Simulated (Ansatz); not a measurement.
Crystal: SrO (Fm-3m, rock salt, 2 atoms a cell, 17.2 Å³ an atom); both levels run on this one cell.

Complex bands along the normal of (001) by Ansatz (plane waves, PAW, no spin-orbit coupling). r2SCAN gives a gap of 3.80 eV and a slowest mid-gap decay of 0.290 1/Å.

### Question
What does PBE give on the same cell, and what does that do to the current through 2 nm?

### Answer
Gap 3.32 eV, κ = 0.266 1/Å. The mid-gap transmission through 2 nm changes by exp(2 × 20 × (0.290 − 0.266)) = a factor of 2.6 against r2SCAN.

Ansatz is a program for electronic structure.
